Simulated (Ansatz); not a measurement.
Consider Ta in the bcc (W type) structure (space group Im-3m, No. 229; a = 3.306 Å; relaxed with 0.1 eV smearing). Axes: x, y, z lie along the cube axes.

Computed with Kohn–Sham DFT with the r2SCAN functional, run in Ansatz (a first-principles code) with PAW and 500 eV plane waves, no SOC.

Strains are applied to the cell and any free atomic positions relax; under biaxial strain the out-of-plane vector relaxes too.

One change was made to it. Results:

The pressure (mean of the normal stresses, compression positive) goes from zero to -3.8 GPa; the energy rises by 21 meV/atom.

Question: Which of these changes matches the shifts?
(A) biaxial strain +2.50 %, plane normal [001], relaxed out of plane
(B) biaxial strain +1.50 %, plane normal [001], relaxed out of plane
(C) biaxial strain +2.00 %, plane normal [001], relaxed out of plane
(D) biaxial strain +0.50 %, plane normal [001], relaxed out of plane
(E) biaxial strain +3.00 %, plane normal [001], relaxed out of plane

Answer: E, biaxial strain +3.00 %, plane normal [001], relaxed out of plane. For comparison, the energy relative to the base in the other runs: biaxial strain +2.00 %, plane normal [001], relaxed out of plane gives +10 meV/atom; biaxial strain +0.50 %, plane normal [001], relaxed out of plane gives +0.7 meV/atom; biaxial strain +1.50 %, plane normal [001], relaxed out of plane gives +5.7 meV/atom; biaxial strain +2.50 %, plane normal [001], relaxed out of plane gives +15 meV/atom.

Whether these cells are dynamically stable was not tested. The final runs are not spin-polarised.
